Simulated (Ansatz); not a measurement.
Defect: interstitial Ga in wurtzite GaN, charge state +1. These are PBE, PAW (plane waves to 420 eV; Ansatz, a first-principles code) values and carry that method's errors.

Settings: 72 host sites, the relaxed PBE lattice, one k-point at (0.125, 0.250, 0.250), smearing 0.01 eV, spin-restricted, no image-charge correction. Energies are static. The charge state is imposed; whether it is stable for some Fermi level was not computed. Sites that were not tried may lie lower.

Barriers: single points on a 2×2×2 k-point mesh shifted by half a step along c at the bands' geometries (they differ from the bands' own by up to 0.06 eV, and are uncertain by about as much).

The step: several atoms move together, Ga the farthest; the atom moves 2.78 Å along (-0.33, -0.16, 0.50) of the unit cell; the moving atom starts with neighbours Ga at 2.29, 2 Ga at 2.47; N at 1.93, N at 2.17, N at 2.18 Å and ends with Ga at 2.29, 2 Ga at 2.47; N at 1.93, 2 N at 2.18 Å.

Q: What is the computed migration barrier of this step (PBE, PAW)?

A: 32.6 kcal/mol, the same both ways. At the saddle the moving atom has neighbours Ga at 2.17, Ga at 2.21; N at 1.88, N at 2.23, N at 2.38 Å. The saddle point's order was not checked.
